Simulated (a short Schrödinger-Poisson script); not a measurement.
System: gated Al0.4Ga0.6N/GaN polarisation-induced gas, at 300 K.

```tsv
layer	material	thickness (nm)	Na (cm⁻³)
1	Al0.4Ga0.6N	15	-
2	GaN	6000	1e14
```

Constants are typed, rounded textbook-type inputs, not results; the design itself was drawn at random and stands for no fabricated device. Al0.4Ga0.6N: permittivity 9.26, conduction-band edge (eV) 0.58, gap (eV) 4.258, electron mass (mₑ) 0.248, Nv at 300 K (cm⁻³) 4.6e19. GaN: permittivity 9.5, conduction-band edge (eV) 0, gap (eV) 3.43, Nv at 300 K (cm⁻³) 4.6e19.

Channel valleys (confinement mass, in-plane density-of-states mass, number): Γ 0.2, 0.2, 1. At the gate the conduction-band edge of layer 1 lies 1.36 eV − eVg above the Fermi level of the channel; the field vanishes at the back. Sheet of polarisation charge: +2e13 e/cm² at 15 nm from the gate. The barrier under the gate holds no holes. Gaps are held at their typed values at every temperature. Mesh 0.08 nm at interfaces.

Solved with a short Schrödinger-Poisson script written for these runs: 1D Poisson equation in equilibrium, electrons quantum, Hartree (BenDaniel-Duke, 40 states a valley, the channel's in-plane mass for all, wave functions free to enter the barrier), parabolic valleys, classical holes, full ionisation, no traps, pinning or gate leakage.

The same stack at other levels of the model or other numerical settings:

| run | sheet density of all electrons at Vg = 0.5 V (cm⁻²) | sheet density of all electrons at Vg = -3 V (cm⁻²) | capacitance at Vg = 0.5 V (μF/cm²) | centroid of the channel electrons at Vg = 0.5 V (nm) | rough cost against the base |
|---|---|---|---|---|---|
| base | 1.73e13 | 6.14e12 | 0.520 | 2.04 | about 1 |
| electrons treated as classical, Boltzmann | 1.84e13 | ? | 0.540 | ? | 0.02 |
| electrons treated as classical, Fermi-Dirac | 1.73e13 | 6.29e12 | 0.508 | 1.82 | 0.09 |
| electrons treated as quantum, Hartree plus LDA exchange-correlation | 1.74e13 | 6.26e12 | 0.521 | 1.86 | 2 |
| mesh six times as coarse | 1.73e13 | 6.13e12 | 0.520 | 1.97 | 0.3 |
| one subband a valley | 1.72e13 | 6.11e12 | 0.516 | ? | 0.6 |

Problem. Complete the blanks.

Solution. 
- electrons treated as classical, Boltzmann, centroid of the channel electrons at Vg = 0.5 V (nm): 0.80
- one subband a valley, centroid of the channel electrons at Vg = 0.5 V (nm): 1.68
- electrons treated as classical, Boltzmann, sheet density of all electrons at Vg = -3 V (cm⁻²): 6.65e12

The classical rows ignore confinement, and Boltzmann statistics overrate the density once the band edge passes the Fermi level.
